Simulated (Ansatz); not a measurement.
What pressure 2.1 GPa does to YOF

The reference is YOF (space group R-3m, No. 166; a = 3.774 Å, c = 18.818 Å (hexagonal axes)).

Modification: a hydrostatic pressure of 2.1 GPa.

All numbers come from PBEsol (Ansatz, a quantum-chemistry and plane-wave program, PAW, scalar-relativistic without spin-orbit coupling). Settings: 10×10×10 k-points, 0.05 eV Fermi–Dirac smearing.

The volume per atom drops by 0.18 Å³ (12.90 Å³ → 12.72 Å³) and the density rises by 0.076 g/cm³ to 5.39 g/cm³. The lattice parameter a drops by 0.016 Å (3.774 Å → 3.758 Å) and the c/a ratio decreases by 0.006, from 4.986 to 4.980. The enthalpy H = E + PV relative to the base's energy comes out as +0.17 eV/atom and the band gap increases by 0.02 eV (4.96 eV → 4.98 eV). The gap character stays direct at H₀–L (14 % along) and the width of the top valence band stays essentially unchanged (0.55 eV against 0.56 eV).

Load acts through the strain it causes; cell and atoms are relaxed under it. Stability against distortions was not tested.
